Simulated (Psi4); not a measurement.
Psi4 1.11, WB97X/def2-svp: Hf(F)3(OH)(OH2) ([OH][Hf](<-[OH2])([F])([F])[F]), 9 atoms. The geometry is a generated start, not checked to be a minimum at this level.

| Property | Result |
|---|---|
| task | energy |
| method | wb97x |
| basis | def2-svp |
| memory | 3 GB |
| maxiter | 100 |
| keys of the molecule block | symmetry c1 |
| scf_type | df (default) |
| e_convergence | 1e-06 (default) |
| d_convergence | 1e-06 (default) |
| dft_radial_points | 75 (default) |
| dft_spherical_points | 302 (default) |
| effective core potentials | those of the basis set, past Kr |
| basis functions | 117 |
| grid points | 195185 |

```xyz
9

Hf     0.1690     0.1547    -0.4609
F      1.4409    -0.9927     0.2526
F     -1.4865    -0.0762    -1.2688
F     -0.1032     1.4843     0.8217
O      1.2709     0.8268    -1.7986
H      2.2000     0.5786    -1.7362
O     -1.0412    -0.9025     1.1305
H     -1.8622    -0.3831     1.0967
H     -0.5878    -0.6898     1.9630
```

Charge 0 and multiplicity 1 are set for this test and not shown to be the ground state.

With the defaults (diis = true, scf_initial_accelerator = adiis, damping_percentage = 0, diis_start = 1, level_shift = 0, level_shift_cutoff = 0.01, diis_max_vecs = 10, soscf = false, guess = auto, which took SAD) it converges in 9 SCF iterations. One run each on 2 threads, with these changes:
- guess = core
- diis_start = 4
- damping_percentage = 60
- level_shift = 0.1, level_shift_cutoff = 0.001
- diis = false, scf_initial_accelerator = none, damping_percentage = 60
- diis_max_vecs = 20
- scf_initial_accelerator = none
- diis_max_vecs = 6
- soscf = true

**Question.** Which of these changes keep the SCF from converging, or lead it to another solution?

**Answer.** No convergence: diis = false, scf_initial_accelerator = none, damping_percentage = 60 (the run ends without SCF convergence in 100 iterations). The rest reach the solution of the defaults.

```tsv
setting	SCF iterations	JK calls	end
soscf = true	6	17	same solution
the defaults	9	10	same solution
scf_initial_accelerator = none	9	10	same solution
level_shift = 0.1, level_shift_cutoff = 0.001	9	10	same solution
diis_max_vecs = 20	9	10	same solution
diis_max_vecs = 6	9	10	same solution
diis_start = 4	12	13	same solution
guess = core	14	14	same solution
damping_percentage = 60	79	80	same solution
diis = false, scf_initial_accelerator = none, damping_percentage = 60	100	101	no convergence
```

An SOSCF iteration holds several JK calls; a Hückel guess adds calls on atoms.
